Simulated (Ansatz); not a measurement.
The cell is built on a prototype and need not be the phase stable at ambient conditions.

By PBEsol, the system below comes out a metal.

Input:

```
CELL_PARAMETERS angstrom
      3.91771     0.00000     0.00000
      0.00000     5.54048     0.00000
      0.00000     2.77024     2.77024
ATOMIC_POSITIONS crystal
  Mo 0.50000 0.00000 0.50000
  Mo 0.00000 0.50000 0.00000
  Mo 0.50000 0.50000 0.50000
  Ir 0.00000 0.00000 0.00000
```

Space group of this cell: Pm-3m, Cu3Au type. The cell was relaxed by PBE-D3(BJ); by PBEsol its mean pressure is -0.8 GPa.

The current flows along the normal of the first two printed cell vectors. No spin-orbit coupling; the value is a mean over 0.1 eV about the Fermi level.

Question: State the ballistic conductance per area according to PBEsol (Ansatz, a first-principles code).

Answer: 1.7 × 10¹⁵ S/m² for both spins.
